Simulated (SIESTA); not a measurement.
SIESTA run on SrAs2Ru2 (I4/mmm, 5 atoms in the cell): self-consistent single point.

Level of theory: SIESTA with LDA PW92, numerical atomic orbitals DZP, PseudoDojo LDA standard norm-conserving potentials (rewritten from UPF to PSML).

The change in words: lattice scaled by 0.98. Reference geometry:
```xyz
5
Lattice="-2.0874 2.0874 5.7005 2.0874 -2.0874 5.7005 2.0874 2.0874 -5.7005" Properties=species:S:1:pos:R:3 pbc="T T T"
Sr     0.0000     0.0000     0.0000
As     0.0000     0.0000     7.3333
As     0.0000     0.0000     4.0676
Ru     2.0874     0.0000     2.8502
Ru     0.0000     2.0874     2.8502
```

Reference input (self-consistent single point, DFT, LDA PW92, numerical atomic orbitals DZP, PseudoDojo LDA standard norm-conserving potentials (rewritten from UPF to PSML)): XC.functional = LDA; XC.authors = PW92; potentials = PseudoDojo LDA standard; PAO.BasisSize = DZP; PAO.EnergyShift = 0.005 Ry; MeshCutoff = 350 Ry; kgrid.MonkhorstPack = 6 6 6; OccupationFunction = MP; OccupationMPOrder = 0; ElectronicTemperature = 0.05 eV; MaxSCFIterations = 150; SCF.Mixer.Method = Pulay. This run's input differs from it in these lines:

```diff
@@ -11,7 +11,7 @@
 %endblock ChemicalSpeciesLabel
-LatticeConstant              6.419501 Ang
+LatticeConstant              6.291111 Ang
 %block LatticeVectors
-    -0.325166240    0.325166240    0.887994254
-     0.325166240   -0.325166240    0.887994254
-     0.325166240    0.325166240   -0.887994254
+    -0.325166254    0.325166254    0.887994187
+     0.325166254   -0.325166254    0.887994187
+     0.325166254    0.325166254   -0.887994187
 %endblock LatticeVectors
@@ -20,6 +20,6 @@
      0.000000000    0.000000000    0.000000000  1
-     0.000000000   -0.000000000    1.142351328  2
-    -0.000000000    0.000000000    0.633637180  2
-     0.325166240    0.000000000    0.443997127  3
-     0.000000000    0.325166240    0.443997127  3
+     0.000000000   -0.000000000    1.142351242  2
+    -0.000000000    0.000000000    0.633637132  2
+     0.325166254    0.000000000    0.443997094  3
+     0.000000000    0.325166254    0.443997094  3
 %endblock AtomicCoordinatesAndAtomicSpecies
```

Log, with long lists cut:

```
        iscf     Eharris(eV)        E_KS(eV)     FreeEng(eV)     dDmax    Ef(eV) dHmax(eV)
   scf:    1   -12151.748811   -12196.093873   -12196.096571  1.352118 -3.727814 10.477993
   scf:    2   -12199.381037   -12201.548774   -12201.551181  0.438413 -4.676028  2.784689
   scf:    3   -12202.432864   -12202.173235   -12202.175667  0.113400 -4.535790  1.511101
   scf:    4   -12202.345205   -12202.285833   -12202.289053  0.140620 -4.534288  0.244345
   scf:    5   -12202.257475   -12202.279989   -12202.282697  0.021469 -4.541249  0.340093
   [... 3 lines left out ...]
   scf:    9   -12202.290546   -12202.290546   -12202.293574  0.000146 -4.522797  0.000191
   scf:   10   -12202.290546   -12202.290546   -12202.293574  0.000028 -4.522782  0.000514
   scf:   11   -12202.290547   -12202.290546   -12202.293574  0.000022 -4.522811  0.000060
   scf:   12   -12202.290546   -12202.290546   -12202.293574  0.000003 -4.522814  0.000009
SCF Convergence by DM+H criterion
max |DM_out - DM_in|         :     0.0000034849
max |H_out - H_in|      (eV) :     0.0000089250
SCF cycle converged after 12 iterations

Using DM_out to compute the final energy and forces

siesta: E_KS(eV) =           -12202.2905

siesta: E_KS - E_eggbox =    -12202.2905

siesta: Atomic forces (eV/Ang):
     1    0.000000    0.000000    0.000000
     2    0.000269    0.000269   -1.738487
     3   -0.000269   -0.000269    1.738487
     4    0.001407   -0.001407    0.000000
     5   -0.001407    0.001407    0.000000
   Tot    0.000000    0.000000    0.000000
   Max    1.738487
   Res    0.634806    sqrt( Sum f_i^2 / 3N )
   Max    1.738487    constrained

Stress tensor Voigt[x,y,z,yz,xz,xy] (kbar):     -126.59     -126.59      -77.38        0.04        0.04       -0.07
   [... lines left out ...]
siesta: FreeEng =    -12202.293574
   [... lines left out ...]
siesta:    -0.079012   -0.000042    0.000024
siesta:    -0.000042   -0.079012    0.000024
siesta:     0.000024    0.000024   -0.048299

siesta: Cell volume =         93.511084 Ang**3

siesta: Pressure (static):
siesta:                Solid            Molecule  Units
siesta:           0.00074904          0.00096483  Ry/Bohr**3
siesta:           0.06877405          0.08858653  eV/Ang**3
siesta:         110.18818208        141.93126827  kBar
```

The run converged in 12 iterations. Against the reference run the free energy rises by 43.6 meV/atom, the pressure goes from 1.51 to 11.02 GPa and the largest force goes from 0.837 to 1.738 eV/Å.

The starting cell comes from a database of computed structures (which also holds hypothetical and non-ambient phases and stackings), without a prior relaxation at this level. For this run, on top of that: lattice scaled by 0.98. Spin polarisation is off. Values carry the incompleteness of an atom-centred basis. With a pressure of about 11 GPa the cell is away from its equilibrium volume at this level. Forces in this geometry exceed 1 eV/Å.

Cost on one core of a shared machine: roughly 50 s.
